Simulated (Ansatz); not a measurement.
Consider a periodic stack without vacuum, fcc Pt (0 0 1) on ceria (0 0 1) (film strained to the substrate, faces as cut): substrate slab Ce6O10, film Pt12, surface cells [[1, 0], [1, 1]] and [[0, -1], [2, 1]], film strained by -2.7 and -2.7 %, faces Ce/Ce and Pt/Pt as cut (like faces can put a slab off its formula). Its start:

```yaml
crystal:
  lattice:
    - [3.86398, 0.00000, -0.02800]
    - [0.00000, 3.86398, -0.03545]
    - [-0.21227, 0.05332, 28.77601]
  atoms:
    - { symbol: Ce, position: [0.99960, 0.98665, 0.14071] }
    - { symbol: Ce, position: [0.49207, 0.48452, 0.04818] }
    - { symbol: Ce, position: [0.01810, 0.99372, 0.32862] }
    - { symbol: Ce, position: [0.50676, 0.48746, 0.23458] }
    - { symbol: Ce, position: [0.05199, 0.03086, 0.51540] }
    - { symbol: Ce, position: [0.53397, 0.50781, 0.42250] }
    - { symbol: O, position: [0.49682, 0.98590, 0.08750] }
    - { symbol: O, position: [0.99542, 0.48728, 0.08748] }
    - { symbol: O, position: [0.51109, 0.98845, 0.28141] }
    - { symbol: O, position: [0.01100, 0.48858, 0.28145] }
    - { symbol: O, position: [0.00271, 0.48756, 0.18468] }
    - { symbol: O, position: [0.50319, 0.98694, 0.18470] }
    - { symbol: O, position: [0.54412, 0.01456, 0.47507] }
    - { symbol: O, position: [0.04289, 0.51932, 0.47539] }
    - { symbol: O, position: [0.02649, 0.49914, 0.37818] }
    - { symbol: O, position: [0.52550, 0.00052, 0.37803] }
    - { symbol: Pt, position: [0.12686, 0.14340, 0.67080] }
    - { symbol: Pt, position: [0.62695, 0.64436, 0.67020] }
    - { symbol: Pt, position: [0.61064, 0.13115, 0.59544] }
    - { symbol: Pt, position: [0.11372, 0.62480, 0.59758] }
    - { symbol: Pt, position: [0.15489, 0.16919, 0.81673] }
    - { symbol: Pt, position: [0.65515, 0.66936, 0.81708] }
    - { symbol: Pt, position: [0.64279, 0.15990, 0.74401] }
    - { symbol: Pt, position: [0.14277, 0.65968, 0.74372] }
    - { symbol: Pt, position: [0.16469, 0.16922, 0.96604] }
    - { symbol: Pt, position: [0.67387, 0.67892, 0.96239] }
    - { symbol: Pt, position: [0.66218, 0.17334, 0.89014] }
    - { symbol: Pt, position: [0.16377, 0.67172, 0.89020] }
```

The start was prepared with a machine-learned potential, and the result is one local minimum, with the in-plane cell held and forces under 0.04 eV/Å; the film can end far from its bulk form.

These are PBE (plane waves to 420 eV, PAW; Ansatz, a program for electronic structure) values and carry that method's errors. No spin–orbit coupling; the runs are not spin-polarised; PBE gaps are too small against experiment; cerium has no Hubbard term. Its k-point mesh 8×8×1, Fermi–Dirac width 0.05 eV.

Task: Predict the relaxed interface.

Result: 
- interface area = 14.9 Å²
- period = 28.54 Å
- gaps between the outermost planes at the two interfaces = 2.34 and 2.35 Å
- Ce–Pt contacts across the interfaces within 1.22 times the sum of covalent radii = 8, mean 3.06 Å
